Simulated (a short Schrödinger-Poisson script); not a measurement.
Stack: symmetric double-gate stack, Al2O3 on p-type Si(100), at 77 K.

| layer | material | thickness (nm) | Na (cm⁻³) |
|---|---|---|---|
| 1 | Al2O3 | 2.6 | - |
| 2 | Si | 8 | 8e16 |
| 3 | Al2O3 | 2.6 | - |

Constants are typed, rounded textbook-type inputs, not results; the design itself was drawn at random and stands for no fabricated device. Al2O3: permittivity 9, conduction-band edge (eV) 2.7, gap (eV) 6.8, electron mass (mₑ) 0.3. Si: permittivity 11.7, conduction-band edge (eV) 0, gap (eV) 1.124, Nv at 300 K (cm⁻³) 3.1e19.

Channel valleys (confinement mass, in-plane density-of-states mass, number): Δ2 0.916, 0.19, 2; Δ4 0.19, 0.417, 4. At the gates, both at one voltage, the conduction-band edge of layer 1 lies 2.74 eV − eVg above the Fermi level of the channel. Gaps are held at their typed values at every temperature. Mesh 0.03 nm at interfaces.

From a short Schrödinger-Poisson script (our own, NumPy): 1D Poisson equation in equilibrium, electrons quantum, Hartree (BenDaniel-Duke, 12 states a valley, the channel's in-plane mass for all, wave functions free to enter the dielectric), parabolic valleys, classical holes, full ionisation, no traps, pinning or gate leakage.

The same stack at other levels of the model or other numerical settings:

```json
[
 {"run": "base", "sheet density of all electrons at Vg = 0.75 V (cm⁻²)": "1.85e13", "sheet density of all electrons at Vg = 0.15 V (cm⁻²)": "2.29e12", "capacitance of both gates at Vg = 0.75 V (μF/cm²)": "4.61", "rough cost against the base": "about 1"},
 {"run": "electrons treated as classical, Boltzmann", "sheet density of all electrons at Vg = 0.75 V (cm⁻²)": "[?]", "sheet density of all electrons at Vg = 0.15 V (cm⁻²)": "[?]", "capacitance of both gates at Vg = 0.75 V (μF/cm²)": "5.98", "rough cost against the base": "0.02"},
 {"run": "electrons treated as classical, Fermi-Dirac", "sheet density of all electrons at Vg = 0.75 V (cm⁻²)": "[?]", "sheet density of all electrons at Vg = 0.15 V (cm⁻²)": "3.28e12", "capacitance of both gates at Vg = 0.75 V (μF/cm²)": "5.25", "rough cost against the base": "0.06"},
 {"run": "mesh six times as coarse", "sheet density of all electrons at Vg = 0.75 V (cm⁻²)": "1.84e13", "sheet density of all electrons at Vg = 0.15 V (cm⁻²)": "2.28e12", "capacitance of both gates at Vg = 0.75 V (μF/cm²)": "4.60", "rough cost against the base": "0.2"}
]
```

What belongs in the gaps?


- electrons treated as classical, Fermi-Dirac, sheet density of all electrons at Vg = 0.75 V (cm⁻²): 2.25e13
- electrons treated as classical, Boltzmann, sheet density of all electrons at Vg = 0.15 V (cm⁻²): 3.53e12
- electrons treated as classical, Boltzmann, sheet density of all electrons at Vg = 0.75 V (cm⁻²): 2.54e13

The classical rows ignore confinement, and Boltzmann statistics overrate the density once the band edge passes the Fermi level.
